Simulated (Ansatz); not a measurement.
The starting structures come from a database of crystals and need not be the phases stable at ambient conditions.

Inside the gap of an insulator the Bloch states are evanescent, with a wavenumber k + iκ along the transport direction.

Input:

```xyz
20
Lattice="5.0356 0.0000 0.0000 0.2320 11.0465 0.0000 2.5178 0.0000 5.1810" Properties=species:S:1:pos:R:3 pbc="T T T"
Fe     2.6918     8.2849     4.3984
Fe     5.0936     2.7616     0.7826
Fe     3.8927     5.5232     2.5905
Fe     1.2589     0.0000     2.5905
P      5.4522     5.2568     4.1129
P      2.3332     5.7897     1.0681
P      4.7351     0.2664     4.1129
P      3.0504    10.7800     1.0681
P      5.3395     4.9737     0.9620
P      2.4459     6.0728     4.2190
P      4.8478     0.5496     0.9620
P      2.9377    10.4969     4.2190
P      6.1122     3.1366     4.4281
P      1.6733     7.9098     0.7529
P      4.0751     2.3866     4.4281
P      3.7103     8.6599     0.7529
P      6.2305     8.7532     2.7744
P      1.5550     2.2933     2.4066
P      4.1888     7.8165     2.7744
P      3.5967     3.2300     2.4066
```

Space group of this cell: C2/c. The cell is taken as given; by r2SCAN its mean pressure is 0.8 GPa.

Transport runs along the normal of the first two printed cell vectors.

No gap correction and no spin-orbit coupling; mid-gap values are interpolated between computed energies.

Question: Give the band gap and the smallest decay constant κ at mid-gap that r2SCAN in Ansatz (a program for electronic structure) yields.

Answer: Gap 1.14 eV on a 8×4×8 mesh; κ = 0.186 1/Å, at the zone centre.
